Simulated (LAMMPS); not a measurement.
MD of Pd (fcc) at zero pressure, 2048 atoms, as a liquid; each row is its own run.

Method: classical MD, pair style meam, file library.meam (library.meam-Pd); code LAMMPS.

| T (K) | volume (Å³/atom) |
|---|---|
| 1010 | 15.720 |
| 1460 | 16.538 |
| 1650 | 16.943 |
| 1830 | 17.383 |
| 2010 | 17.882 |
| 2280 | 18.693 |
| 2560 | 19.740 |
| 2920 | 21.554 |

Fit a straight line, y = a + b x, to these rows (x is the first column, y the second) and predict the run at x = 2380.

Least squares gives a = 12.148 and b = 0.003007. At x = 2380 the fit predicts 19.305 Å³/atom. The run itself gave 19.06 ± 0.02 Å³/atom, so the fit is 1.3 % high.

Caution (rows 1010; 1650): enthalpy drifts during the constant-pressure average: a transition or slow ageing; fluctuation values are void.

Caution: the potential MEAM library.meam-Pd is a first-neighbour MEAM set with a 4 Å cutoff, used here without a parameter file and away from the static properties it was fitted to.

Caution (rows 1010; 1460): this liquid lies under the melting point of about 1630 K that MEAM library.meam-Pd gives, so it is undercooled.
